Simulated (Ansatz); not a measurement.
Electronic density of states of amorphous Hf₁₈O₃₇Ag₂, density 8.95 g/cm³, on a 2×2×2 Γ-centred mesh with a Gaussian width of 0.1 eV; energies count from the Fermi level, whose place inside the gap is arbitrary. Cell and mesh are small, so fine structure isn't converged. Level of theory: PBE, scalar-relativistic without spin-orbit coupling (plane waves to 420 eV, PAW; Ansatz, an electronic-structure program). Sampling: a 2×2×2 Γ-centred mesh; Fermi-Dirac width 0.02 eV; no spin polarisation. At PBE the levels at the filled edge of the gap are localised (band-tail or defect states), and the nearest spread-out levels lie 3.4 eV apart at the zone centre.

It comes from a melt-quench run on a machine-learned potential (CHGNet), relaxed afterwards by DFT. O atoms were pushed apart under 1.9 Å during the dynamics, to hinder bonds among them. The hot cell started wider than the set density and was brought back towards it in steps. It is the lowest in DFT energy of 2 quenches. It is a model cell: composition and starting density were chosen by hand, and all elements were melted together. No dispersion term was used. Its density started from a set value of 8.95 and ended at 8.95 g/cm³. The quench (nominally 300 K/ps over its main leg) was far faster than any real one, so the model tends to hold more defects than a real film. Values belong to this one cell and scatter from quench to quench. The volume was held where the preparation left it and the shape relaxed, at a PBE pressure of 1.5 GPa. Stress components on the final sampling reach 2.3 GPa. Cycles of charging lowered its energy after that relaxation.

(E - EF (eV), states/(eV atom)): (-12.00, 0.98); (-11.90, 0.13); (-11.80, 0.00); (-11.70, 0.00); (-11.60, 0.00); (-11.50, 0.00); (-11.40, 0.00); (-11.30, 0.00); (-11.20, 0.00); (-11.10, 0.00); (-11.00, 0.00); (-10.90, 0.00); (-10.80, 0.00); (-10.70, 0.00); (-10.60, 0.00); (-10.50, 0.00); (-10.40, 0.00); (-10.30, 0.00); (-10.20, 0.00); (-10.10, 0.00); (-10.00, 0.00); (-9.90, 0.00); (-9.80, 0.00); (-9.70, 0.00); (-9.60, 0.00); (-9.50, 0.00); (-9.40, 0.00); (-9.30, 0.00); (-9.20, 0.00); (-9.10, 0.00); (-9.00, 0.00); (-8.90, 0.00); (-8.80, 0.00); (-8.70, 0.00); (-8.60, 0.00); (-8.50, 0.00); (-8.40, 0.00); (-8.30, 0.00); (-8.20, 0.00); (-8.10, 0.00); (-8.00, 0.00); (-7.90, 0.00); (-7.80, 0.00); (-7.70, 0.00); (-7.60, 0.00); (-7.50, 0.03); (-7.40, 0.16); (-7.30, 0.28); (-7.20, 0.29); (-7.10, 0.34); (-7.00, 0.49); (-6.90, 0.54); (-6.80, 0.51); (-6.70, 0.56); (-6.60, 0.62); (-6.50, 0.64); (-6.40, 0.73); (-6.30, 0.78); (-6.20, 0.83); (-6.10, 0.84); (-6.00, 0.87); (-5.90, 0.89); (-5.80, 0.84); (-5.70, 0.88); (-5.60, 0.91); (-5.50, 0.90); (-5.40, 0.86); (-5.30, 0.84); (-5.20, 0.86); (-5.10, 0.90); (-5.00, 0.86); (-4.90, 0.86); (-4.80, 0.84); (-4.70, 0.85); (-4.60, 0.89); (-4.50, 0.93); (-4.40, 0.95); (-4.30, 0.87); (-4.20, 0.87); (-4.10, 0.89); (-4.00, 0.93); (-3.90, 0.97); (-3.80, 0.95); (-3.70, 0.98); (-3.60, 1.03); (-3.50, 1.04); (-3.40, 1.01); (-3.30, 1.04); (-3.20, 1.09); (-3.10, 1.00); (-3.00, 0.97); (-2.90, 0.99); (-2.80, 1.00); (-2.70, 0.92); (-2.60, 0.67); (-2.50, 0.50); (-2.40, 0.38); (-2.30, 0.34); (-2.20, 0.31); (-2.10, 0.33); (-2.00, 0.30); (-1.90, 0.11); (-1.80, 0.01); (-1.70, 0.02); (-1.60, 0.10); (-1.50, 0.16); (-1.40, 0.07); (-1.30, 0.01); (-1.20, 0.00); (-1.10, 0.00); (-1.00, 0.00); (-0.90, 0.00); (-0.80, 0.00); (-0.70, 0.00); (-0.60, 0.00); (-0.50, 0.00); (-0.40, 0.00); (-0.30, 0.00); (-0.20, 0.00); (-0.10, 0.00); (0.00, 0.00); (0.10, 0.00); (0.20, 0.00); (0.30, 0.00); (0.40, 0.00); (0.50, 0.00); (0.60, 0.00); (0.70, 0.00); (0.80, 0.00); (0.90, 0.00); (1.00, 0.00); (1.10, 0.00); (1.20, 0.00); (1.30, 0.00); (1.40, 0.02); (1.50, 0.03); (1.60, 0.09); (1.70, 0.25); (1.80, 0.25); (1.90, 0.23); (2.00, 0.28); (2.10, 0.31); (2.20, 0.40); (2.30, 0.39); (2.40, 0.48); (2.50, 0.54); (2.60, 0.56); (2.70, 0.56); (2.80, 0.53); (2.90, 0.56); (3.00, 0.65); (3.10, 0.68); (3.20, 0.71); (3.30, 0.76); (3.40, 0.79); (3.50, 0.78); (3.60, 0.75); (3.70, 0.72); (3.80, 0.70); (3.90, 0.68); (4.00, 0.68); (4.10, 0.71); (4.20, 0.71); (4.30, 0.70); (4.40, 0.70); (4.50, 0.68); (4.60, 0.62); (4.70, 0.58)

The level gap on this mesh is 2.92 eV; the broadening fills part of it in the curve.
